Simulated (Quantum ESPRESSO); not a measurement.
Quantum ESPRESSO run on Li2MnO3 (C2/m, 12 atoms in the cell): self-consistent single point.

Method of the run: PBEsol+U, GBRV 1.5 ultrasoft (PBESOL) pseudopotentials (plane waves; Quantum ESPRESSO 7.5).

```yaml
crystal:
  lattice:
    - [2.46850, -4.26600, 0.00000]
    - [2.46850, 4.26600, 0.00000]
    - [-1.67574, 0.00000, 4.74266]
  atoms:
    - { symbol: Mn, position: [0.83292, 0.16708, 0.00000], spin: 4.0 }
    - { symbol: Mn, position: [0.16708, 0.83292, 0.00000], spin: 4.0 }
    - { symbol: Li, position: [0.50000, 0.50000, 0.00000] }
    - { symbol: Li, position: [0.00000, 0.00000, 0.50000] }
    - { symbol: Li, position: [0.33940, 0.66060, 0.50000] }
    - { symbol: Li, position: [0.66060, 0.33940, 0.50000] }
    - { symbol: O, position: [0.21890, 0.21890, 0.22730] }
    - { symbol: O, position: [0.78110, 0.78110, 0.77270] }
    - { symbol: O, position: [0.93281, 0.57519, 0.22330] }
    - { symbol: O, position: [0.42481, 0.06719, 0.77670] }
    - { symbol: O, position: [0.06719, 0.42481, 0.77670] }
    - { symbol: O, position: [0.57519, 0.93281, 0.22330] }
```
(The spins are starting values, not results.)

Reference input (self-consistent single point, DFT, PBEsol+U, plane waves, GBRV 1.5 ultrasoft (PBESOL) pseudopotentials): ecutwfc = 50 Ry; ecutrho = 400 Ry; occupations = smearing; smearing = fermi-dirac; degauss = 0.0073499 Ry; nspin = 2; K_POINTS = automatic 3 3 3 0 0 0; HUBBARD = ortho-atomic; U Mn-3d 3.9 eV; conv_thr = 1e-10 Ry; mixing_beta = 0.3. This run's input differs from it in these lines:

```diff
@@ -43,3 +43,3 @@
 K_POINTS automatic
-3 3 3  0 0 0
+3 3 3  0 0 1
 CELL_PARAMETERS alat
```

Log, with long lists cut:

```
     Self-consistent Calculation

     iteration #  1     ecut=    50.00 Ry     beta= 0.30

     =================== HUBBARD OCCUPATIONS ===================
     ------------------------ ATOM    1 ------------------------
     Tr[ns(  1)] (up, down, total) =   3.26699  0.26505  3.53204
     Atomic magnetic moment for atom   1 =   3.00194
     SPIN  1
     eigenvalues:
       0.202  0.202  0.950  0.956  0.957
     SPIN  2
     eigenvalues:
       0.029  0.030  0.030  0.087  0.088
     ------------------------ ATOM    2 ------------------------
     Tr[ns(  2)] (up, down, total) =   3.26699  0.26505  3.53204
   [... lines left out ...]
     atom   2 (R=0.159)  charge= 11.7100  magn=  2.7264
     atom   3 (R=0.168)  charge=  2.1869  magn=  0.0046
     atom   4 (R=0.168)  charge=  2.1551  magn=  0.0004
     atom   5 (R=0.168)  charge=  2.1519  magn=  0.0004
     atom   6 (R=0.168)  charge=  2.1519  magn=  0.0004
     atom   7 (R=0.159)  charge=  5.2668  magn= -0.0443
     atom   8 (R=0.159)  charge=  5.2668  magn= -0.0443
     atom   9 (R=0.159)  charge=  5.2636  magn= -0.0494
     atom  10 (R=0.159)  charge=  5.2636  magn= -0.0494
     atom  11 (R=0.159)  charge=  5.2636  magn= -0.0494
     atom  12 (R=0.159)  charge=  5.2636  magn= -0.0494
     End of self-consistent calculation

     =================== HUBBARD OCCUPATIONS ===================
     ------------------------ ATOM    1 ------------------------
     Tr[ns(  1)] (up, down, total) =   4.08835  0.96810  5.05646
     Atomic magnetic moment for atom   1 =   3.12025
     SPIN  1
     eigenvalues:
       0.549  0.551  0.996  0.996  0.996
     SPIN  2
     eigenvalues:
       0.107  0.115  0.117  0.314  0.315
     ------------------------ ATOM    2 ------------------------
     Tr[ns(  2)] (up, down, total) =   4.08835  0.96810  5.05646
     Atomic magnetic moment for atom   2 =   3.12025
     SPIN  1
     eigenvalues:
       0.549  0.551  0.996  0.996  0.996
     SPIN  2
     eigenvalues:
       0.107  0.115  0.117  0.314  0.315

     Number of occupied Hubbard levels =   10.1129

   [... lines left out ...]
     the Fermi energy is     8.2645 ev
!    total energy              =    -673.55579114 Ry
     total magnetization       =     6.00 Bohr mag/cell
     absolute magnetization    =     6.99 Bohr mag/cell
     Total force =     0.008884     Total SCF correction =     0.000004
   [... lines left out ...]

     negative rho (up, down):  0.000E+00 1.234E-04
          total   stress  (Ry/bohr**3)                   (kbar)     P=       -5.33
  -0.00002661   0.00000000   0.00000461           -3.91        0.00        0.68
  -0.00000000  -0.00001674   0.00000000           -0.00       -2.46        0.00
   0.00000461  -0.00000000  -0.00006532            0.68       -0.00       -9.61

   JOB DONE.
```

The run converged in 19 iterations. Against the reference run the free energy is nearly the same (within 1 meV/atom), the pressure hardly changes (-0.54 to -0.53 GPa), the largest force moves little (0.099 to 0.101 eV/Å), the gap on the mesh goes from 2.018 to 2.071 eV and the size of the net moment stays at 0.50 μB/atom.

The starting cell comes from a database of published, mostly measured structures (it also holds non-ambient and calculated ones), without a prior relaxation at this level. The magnetic order is the one reached from the typed start; others were not searched systematically. With U or open f shells several self-consistent states can exist. Another mesh or the band path of this cell gives a smaller gap, so this value is not converged in the mesh.

Cost on one core of a shared machine: roughly 5 min.
